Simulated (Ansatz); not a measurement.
## What isotropic strain +2.73 % does to hypothetical fluorite TaGe2

Consider TaGe₂ in the fluorite structure (space group Fm-3m, No. 225; a = 6.2763 Å; a hypothetical phase, not in the database extracts checked; relaxed with 0.1 eV smearing).

The change: the cell is scaled by 1.0273 in all directions, atoms relaxed at fixed cell.

All numbers come from PBE/PAW in Ansatz (a program for electronic structure), without spin-orbit coupling. k-mesh 16×16×16 (Γ-centred); smearing 0.1 eV (Fermi–Dirac).

```tsv
quantity	base	changed	shift
volume per atom	20.60 Å³	22.34 Å³	+1.734 Å³
shortest interatomic distance	2.718 Å	2.792 Å	+0.074 Å
energy relative to the base (free energy F)	0 meV/atom	+39 meV/atom	+39 meV/atom
pressure	0.0 GPa	-6.7 GPa	-6.7 GPa
band gap	zero	zero	–
```

Final structure:

```
CELL_PARAMETERS angstrom
      0.00000     3.22384     3.22384
      3.22384     0.00000     3.22384
      3.22384     3.22384     0.00000
ATOMIC_POSITIONS crystal
  Ta 0.00000 0.00000 0.00000
  Ge 0.25000 0.25000 0.25000
  Ge 0.75000 0.75000 0.75000
```

Whether these cells are dynamically stable was not tested. All final runs are without spin polarisation. An odd electron count without spin: TaGe2. TaGe2 has a high density of states at the Fermi level and may be magnetic at this level.
